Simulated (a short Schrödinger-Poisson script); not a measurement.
Stack: MOS inversion layer, SiO2 on p-type Si(100), at 300 K.

From the gate side: 2.4 nm SiO2; 340 nm Si, acceptors 1.6e18 cm⁻³.

The device is made up for the run: typed textbook-type constants, with dimensions and the other settings drawn at random. SiO2: permittivity 3.9, conduction-band edge (eV) 3.15, gap (eV) 9, electron mass (mₑ) 0.5. Si: permittivity 11.7, conduction-band edge (eV) 0, gap (eV) 1.124, Nv at 300 K (cm⁻³) 3.1e19.

Channel valleys (confinement mass, in-plane density-of-states mass, number): Δ2 0.916, 0.19, 2; Δ4 0.19, 0.417, 4. At the gate the conduction-band edge of layer 1 lies 3.6 eV − eVg above the Fermi level of the channel; the field vanishes at the back. Gaps are held at their typed values at every temperature. Mesh 0.03 nm at interfaces.

Solved with a short Schrödinger-Poisson script written for these runs: 1D Poisson equation in equilibrium, electrons quantum, Hartree (BenDaniel-Duke, 12 states a valley, the channel's in-plane mass for all, wave functions free to enter the dielectric), parabolic valleys, classical holes, full ionisation, no traps, pinning or gate leakage.

```
Vg (V)  electrons (cm⁻²)  C (μF/cm²)  Δ2 E0 (meV from the Fermi level)  Δ4 E0 (meV from the Fermi level)
------  ----------------  ----------  --------------------------------  --------------------------------
0.9               5.47e9       0.313                             178.4                             247.8
1                7.86e10       0.507                             108.9                             180.1
1.1              4.21e11       0.878                              64.5                             137.4
1.2              9.85e11        1.05                              41.0                             115.6
1.3              1.64e12        1.13                              26.0                             102.4
1.4              2.34e12        1.16                              15.0                              93.0
1.5              3.07e12        1.19                               6.2                              85.8
1.6              3.81e12        1.21                              -1.4                              79.9
1.7              4.56e12        1.22                              -8.0                              74.8
1.8              5.32e12        1.23                             -14.0                              70.3
1.9              6.09e12        1.24                             -19.5                              66.3
2                6.86e12        1.25                             -24.6                              62.7
2.1              7.64e12        1.25                             -29.4                              59.3
2.2              8.42e12        1.26                             -34.0                              56.2
2.3              9.20e12        1.26                             -38.3                              53.2
2.4              9.99e12        1.26                             -42.5                              50.4
```

Gate voltages with under 1e9 electrons/cm² are left out.

Question: At Vg = 2.4 V the lowest Δ2 subband lies at -42.5 meV from the Fermi level. How many electrons does it hold, and what share of all?

Answer: The two-dimensional density of states is g m/(πħ²) = 1.59e11 cm⁻² meV⁻¹ (both spins), kT = 25.9 meV, so n = D kT ln(1 + exp(−E/kT)) = 7.47e12 cm⁻², 0.75 of the 9.99e12 cm⁻² in all.

Question: Compare the slope of the sheet density between 2.2 and 2.4 V with the geometric capacitance of the layers between gate and channel.

Answer: q Δn/ΔV = 1.26 μF/cm²; ε0/Σ(t/ε) = 1.44 μF/cm². The ratio is 0.87: the channel acts as a further capacitance in series.
